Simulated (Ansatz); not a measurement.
# CdGeAs2: transverse stress against strain

CdGeAs2 (chalcopyrite, I-42d, 26.261 Å³/atom and stress up to 0.01 GPa in the relaxed cell, c along z) under a strain ε along c (axis z), the other axes held. PBE in Ansatz, a plane-wave DFT program (PAW, default set), 420 eV, 8×8×8 Γ-centred mesh, Fermi-Dirac smearing 0.05 eV; ions are relaxed, or left where forces stay under 0.02 eV/Å, within the symmetry of each cell. Against the start cell, which lies near the measured one, the relaxed cell differs by 6.1 % in volume and 2.4 % in c; the values below rest on it. Stress is positive for a compressed cell.

Here s stands for strain and y for stress xx.

```csv
strain (%),stress xx (GPa)
-1.50,0.64
-0.75,0.30
0.00,-0.01
0.75,-0.31
1.50,-0.59
3.00,?
```

Fit y of the 5 rows that show it with a straight line. Means: s 0, y 0.006. About the means, the sum of products is -2.3025 and the sum of squares of s is 5.6250; the slope is their ratio. Least squares gives y = 0.006 - 0.4093·s. Residuals (row less fit): 0.020, -0.013, -0.016, -0.009, 0.018; standard error 0.020 (degrees of freedom: 3). The slope gives the elastic constant C13 = 40.9 ± 0.9 GPa (± standard error of the fit, which holds the terms cut off).

**Question.** What does the fit predict for y at s = 3.00, and how far is the calculated value from it?

**Answer.** y = 0.006 - 0.4093 × 3.00 = -1.222 GPa. The calculation gives -1.11 GPa, 0.112 GPa above the prediction (6.4 % of the range of y in the table). The row lies outside the fitted rows, so this is an extrapolation. From the scatter of the fitted rows alone, a prediction at this place has a standard error of 0.034 GPa, so the miss is 3.3 times that.

A polynomial of degree 2 through the 8 other runs of the series gives -1.11 there, so most of the miss is curvature that the fit leaves out. Rows are the converged runs of the series near zero and its far end; series whose fitted rows scatter by over a few per cent of the range, as at a crossing or softening among them, aren't shown in this form, nor equations of state whose B0' disagrees with the runs' pressures. Most that stay on the fit to the last digits aren't either.
